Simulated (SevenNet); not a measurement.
# Fluorite CoSi2

Method: the machine-learned potential SevenNet-l3i5 (trained on PBE and PBE+U data).

Cell (relaxed at this level):

```xyz
3
Lattice="0.0000 2.6833 2.6833 2.6833 0.0000 2.6833 2.6833 2.6833 0.0000" Properties=species:S:1:pos:R:3 pbc="T T T"
Co     0.0000     0.0000     0.0000
Si     1.3416     1.3416     1.3416
Si     4.0249     4.0249     4.0249
```

```yaml
lattice_parameter_a: 5.367 Å
equilibrium_volume_per_atom: 12.88 Å³/atom
```

Measured, for comparison: lattice constant a 5.365 Å, equilibrium volume per atom 12.87 Å³/atom (room temperature, not corrected to a static lattice; as tabulated in Hegde and Bowen (2014), arXiv:1405.1317). Computed (rounded) less measured: lattice constant a 0.0 %, equilibrium volume per atom +0.1 %.

A machine-learned potential is trained on density-functional data: it inherits that level's misses and adds fitting errors of its own.
